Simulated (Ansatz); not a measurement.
Competing hops of Ti-vacancy pair in monoclinic ZrO2, charge state +2

Consider Ti-vacancy pair (Ti on one host Zr site, one O site vacant) in monoclinic ZrO2, charge state +2. The numbers are results of PBE, PAW (plane waves to 420 eV; Ansatz, a first-principles code), not measurements.

96-site cell at the relaxed PBE lattice, the Γ point alone, smearing 0.01 eV, spin-restricted, no finite-size correction. Static, classical nuclei. The charge state is imposed; whether it is stable for some Fermi level was not computed. Forms of the defect that were not tried may lie lower.

Barriers: single points on a 2×2×2 k-point mesh shifted by half a step at the bands' geometries.

```json
[
 {"Route": "one O atom jumps into the vacancy from a nearby O site (Ti-vacancy distance between ideal sites 2.06 → 2.08 Å)", "Start site over the lowest site run (eV)": "0.03", "Hop (Å)": "2.54", "Forward barrier (eV)": "0.82", "Backward barrier (eV)": "0.85", "Neighbours at the start": "O at 2.45; Ti at 1.89; Zr at 2.18, Zr at 2.25 Å", "Neighbours at the saddle": "Ti at 1.73 Å", "Saddle order": "first order", "Forward, on the band's own sampling (eV)": "0.83"},
 {"Route": "one O atom jumps into the vacancy from a nearby O site (Ti-vacancy distance between ideal sites 2.06 → 2.17 Å)", "Start site over the lowest site run (eV)": "0.03", "Hop (Å)": "2.44", "Forward barrier (eV)": "0.84", "Backward barrier (eV)": "0.81", "Neighbours at the start": "O at 2.45, O at 2.50; Ti at 2.02; Zr at 2.09, Zr at 2.12 Å", "Neighbours at the saddle": "Ti at 1.85 Å", "Saddle order": "first order", "Forward, on the band's own sampling (eV)": "0.86"},
 {"Route": "one O atom jumps into the vacancy from a nearby O site (Ti-vacancy distance between ideal sites 2.06 → 4.59 Å)", "Start site over the lowest site run (eV)": "0.03", "Hop (Å)": "2.41", "Forward barrier (eV)": "0.90", "Backward barrier (eV)": "0.31", "Neighbours at the start": "O at 2.61; Zr at 2.05, Zr at 2.12, Zr at 2.18 Å", "Neighbours at the saddle": "Zr at 1.90, Zr at 1.91 Å", "Saddle order": "first order", "Forward, on the band's own sampling (eV)": "0.90"},
 {"Route": "one O atom jumps into the vacancy from a nearby O site (Ti-vacancy distance between ideal sites 2.06 → 3.84 Å)", "Start site over the lowest site run (eV)": "0.03", "Hop (Å)": "2.60", "Forward barrier (eV)": "1.27", "Backward barrier (eV)": "0.79", "Neighbours at the start": "O at 2.59, O at 2.63; Zr at 2.07, Zr at 2.08, Zr at 2.21 Å", "Neighbours at the saddle": "2 O at 2.54; Zr at 2.03, Zr at 2.38, Zr at 2.49 Å", "Saddle order": "first order", "Forward, on the band's own sampling (eV)": "1.28"}
]
```

Paths come from CI-NEB runs.  

The whole set of runs took around 9 core-hours (rough).
